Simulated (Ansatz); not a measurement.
Consider Rh in the fcc (Cu type) structure (space group Fm-3m, No. 225; a = 3.782 Å; relaxed with 0.1 eV smearing). Axes: x, y, z lie along the cube axes.

The values are results of PBEsol (Ansatz, a first-principles code, PAW, no spin-orbit coupling), not measurements.

It is then changed as follows: tensor shear ε_xy = +0.86 % (engineering shear γ = 0.0172); the atoms relax in the strained cell.

Problem. Estimate the effect on the stress and energy relative to the base.

Solution. The stress (xx, yy, zz, yz, xz, xy; compression positive) amounts to (0.2, 0.2, 0.0, 0.0, 0.0, -3.6) GPa; the energy grows by 2.6 meV/atom.

Stability against distortions was not tested. All final runs are without spin polarisation.
